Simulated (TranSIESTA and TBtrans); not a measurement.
Cu chain with one Se atom in place of Cu

System: Cu chain with one Se atom in place of Cu. Leads: straight Cu chain, spacing 2.3 Å. Geometry: 3 atoms about the centre moved by SIESTA (PBE, DZP) to a largest force of 0.01 eV/Å, all others as built, motion along the axis alone.

Method: TranSIESTA and TBtrans, PBE, DZP numerical orbitals (energy shift 0.15 eV), PseudoDojo norm-conserving scalar-relativistic potentials, mesh cutoff 200 Ry, 300 K, no spin polarisation, no spin-orbit coupling; self-consistent non-equilibrium Green functions.

```
Property                           Result
---------------------------------  ------
Conductance at 300 K (G0 = 2e²/h)    0.66
Thermopower (μV/K)                     59
Mean T from −0.5 to 0.5 eV           0.72
```

Energies count from the leads' Fermi level. Transmissions are for one spin of a degenerate pair. The energy step is 0.01 eV; narrower resonances are cut or missed.

```csv
E (eV),T,lead channels
-2.00,0.82,1
-1.90,0.89,1
-1.80,0.95,1
-1.70,0.99,1
-1.60,1.00,1
-1.50,2.53,band edge
-1.40,1.59,3
-1.30,1.30,3
-1.20,1.11,3
-1.10,1.07,4
-1.00,1.19,4
-0.90,1.28,4
-0.80,1.39,4
-0.70,1.33,4
-0.60,1.15,4
-0.50,1.05,band edge
-0.40,1.05,band edge
-0.30,1.04,band edge
-0.20,1.07,4
-0.10,1.20,band edge
0.00,0.48,1
0.10,0.42,1
0.20,0.39,1
0.30,0.37,1
0.40,0.35,1
0.50,0.34,1
0.60,0.33,1
0.70,0.31,1
0.80,0.31,1
0.90,0.30,1
1.00,0.29,1
1.10,0.28,1
1.20,0.27,1
1.30,0.27,1
1.40,0.26,1
1.50,0.25,1
1.60,0.25,1
1.70,0.24,1
1.80,0.23,1
1.90,0.23,1
2.00,0.22,1
```

The leads' channel count changes near -0.01 eV, within the thermal window, so values at the Fermi level hang on where that band edge falls. The straight chain is held at its spacing; free chains may zigzag or dimerise. No spin-polarised start was tried, so a magnetic state, if there is one, is missed.
